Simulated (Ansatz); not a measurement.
Base system: GaN in the zinc blende structure (space group F-43m, No. 216; a = 4.4979 Å).

Method: r2SCAN in Ansatz (plane waves to 500 eV, PAW, scalar-relativistic without spin-orbit coupling).

One change was made to it. Results:

| quantity | base | after |
|---|---|---|
| volume per atom | 11.37 Å³ | 10.91 Å³ |
| band gap | 2.17 eV | 2.45 eV |
| electron mass | 0.17 mₑ (at Γ) | 0.19 mₑ (at Γ) |
| width of the top valence band | 3.72 eV | 3.94 eV |

Question: Which change produced these results?
A. pressure 0.9 GPa
B. pressure −1 GPa
C. pressure 9 GPa

Answer: C, pressure 9 GPa. For comparison, the band gap in the other runs: pressure 0.9 GPa gives 2.20 eV; pressure −1 GPa gives 2.13 eV.

Load acts through the strain it causes; cell and atoms are relaxed under it. Effective masses come from finite differences of ±0.01 Å⁻¹. Stability against distortions was not tested. Tetrahedral semiconductors of this kind turn to denser phases somewhere between about 1 and 50 GPa; those were not computed, so compressed cells here can lie past the real transition. This is not the structure that GaN has at room temperature and ambient pressure.

Ansatz is an electronic-structure program.
